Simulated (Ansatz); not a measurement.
**MnTlI3 in the cubic perovskite structure (space group Pm-3m, No. 221; ferromagnetic; a hypothetical phase, not in the database extracts checked)**

```
MnTlI3
1.0
    5.75860     0.00000     0.00000
    0.00000     5.75860     0.00000
    0.00000     0.00000     5.75860
Tl Mn I
1 1 3
Direct
  0.00000   0.00000   0.00000
  0.50000   0.50000   0.50000
  0.00000   0.50000   0.50000
  0.50000   0.50000   0.00000
  0.50000   0.00000   0.50000
```

Computed with PBE (Ansatz, a quantum-chemistry and plane-wave program; PAW; 420 eV plane waves; spin-orbit coupling left out). Settings: 6×6×6 k-points, 0.05 eV Fermi–Dirac smearing.

| Quantity | Value |
|---|---|
| Volume per atom | 38.19 Å³ |
| Density | 5.57 g/cm³ |
| Band gap | 0.15 eV, indirect, R → Γ |
| Electron mass | 0.17 mₑ |
| Magnetic state | ferromagnetic |
| Total energy | -7576.768 eV/atom (σ→0; compares only within this code and set-up) |

The magnetic state is the one reached from the starting moments; the real material's order can differ, and small cells can't hold many antiferromagnetic ones. With I and Tl present, leaving out spin-orbit coupling can change the band edges. Effective masses come from finite differences of ±0.01 Å⁻¹. Whether these cells are dynamically stable was not tested. Many cubic perovskites are stable only at high temperature; tilts and polar distortions were not tested. The zero or small gap of MnTlI3 can change with the level of theory.
